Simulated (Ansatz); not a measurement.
Mg2C3 (Pnnm, No. 58; cell taken from a computed entry) was calculated with LDA (Ansatz, a quantum-chemistry and plane-wave program, PAW).

Settings: plane-wave cutoff 500 eV, 8×6×10 k mesh (along the axes of the cell as run), gaussian smearing 0.02 eV, scalar-relativistic PAW data made under PBE.

Cell (relaxed at this level):

```yaml
crystal:
  lattice:
    - [5.21946, 0.00000, 0.00000]
    - [0.00000, 6.32665, 0.00000]
    - [0.00000, 0.00000, 3.66416]
  atoms:
    - { symbol: Mg, position: [0.89112, 0.20834, 0.50000] }
    - { symbol: Mg, position: [0.10888, 0.79166, 0.50000] }
    - { symbol: Mg, position: [0.39112, 0.29166, 0.00000] }
    - { symbol: Mg, position: [0.60888, 0.70834, 0.00000] }
    - { symbol: C, position: [0.70842, 0.88202, 0.50000] }
    - { symbol: C, position: [0.29158, 0.11798, 0.50000] }
    - { symbol: C, position: [0.20842, 0.61798, 0.00000] }
    - { symbol: C, position: [0.79158, 0.38202, 0.00000] }
    - { symbol: C, position: [0.00000, 0.50000, 0.00000] }
    - { symbol: C, position: [0.50000, 0.00000, 0.50000] }
```

Predict the band gap.


* **band gap**: 1.57 eV (on the SCF k mesh)

Note: the relaxation could not lower the start's symmetry, so the cell can be a saddle point above a distorted one.

Computing time: around 3 core-minutes (rough).
